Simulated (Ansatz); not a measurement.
Abridged Ansatz (a quantum-chemistry and plane-wave program) output:

```
Pseudopotential: Nb, paw, valence charge 13
Pseudopotential: O, paw, valence charge 6
Crystal: 7 atoms, lattice volume = 97.324 Å³
Basis set: ecut = 420 eV, 1913 PW (Γ), exchange–correlation on 90×90×54 points (8 copies of the dense FFT grid, shifted against one another)
Bands: 35, of which v1, the nominal top of the filled ones, is band 28 counted from 1 (27 counted from 0)
Symmetry: 4 space group operations
k-points: 185 of 648
Functional: x = pbesol(κ = 0.804, μ = 0.12345679012345678), c = pbesol(β = 0.046)
SCF iter   1: F=—  HF=-11802.776437 eV  |F-HF|=—  |Δ(HF+E_count)|=         —  Δρ=8.87e-2  dr2=7.73e0  ethr=3.10e-3  ⟨swp⟩=6.0  Hψ=26273  notcnv=0  defer=1
SCF iter   2: F=—  HF=-11801.439650 eV  |F-HF|=—  |Δ(HF+E_count)|=    1.34e0  Δρ=4.77e-2  dr2=1.03e0  ethr=3.10e-3  ⟨swp⟩=2.9  Hψ=13142  notcnv=0  defer=228
SCF 1 converged in 13 iterations: F = -11801.294205 eV  dr2 = 5.65e-10
SCF converged after 13 iterations
Free energy (F): -11801.294205 eV
Internal energy: -11801.294205 eV  (E = F + TS)
E sigma→0 (E₀):  -11801.294205 eV
Fermi energy:    7.482017 eV
--- Forces (eV/Å), atoms counted from 1 ---
  atom   1  Nb    -0.00359758     0.00000000     0.00206352
  atom   2  Nb     0.00359758     0.00000000    -0.00206352
  atom   3  O      0.00196895     0.00000000    -0.00169407
  atom   4  O     -0.00196895     0.00000000     0.00169407
  atom   5  O      0.00000000     0.00000000     0.00000000
  atom   6  O     -0.00057998     0.00000000    -0.00012429
  atom   7  O      0.00057998     0.00000000     0.00012429
--- Stress (GPa, compression-positive) ---
       -0.006779       0.000000       0.001304
        0.000000      -0.007054       0.000000
        0.001304       0.000000      -0.003576
  P = ⅓ Tr σ = -0.0058 GPa (-0.058 kbar)
```

What was computed, and what are the main results?

Nb2O5, 7 atoms in the cell, with PBEsol (Ansatz), spin-orbit coupling left out, earlier PAW set. The last SCF converged to F = -11801.294205 eV, or -1685.8992 eV per atom, at a pressure of -0.01 GPa. The total energy compares only with runs of the same code, potentials and settings.

Stability against distortions was not tested. The cell is Nb2O5 (space group C2/m, No. 12; a cell from a computed database, its experimental status unchecked).
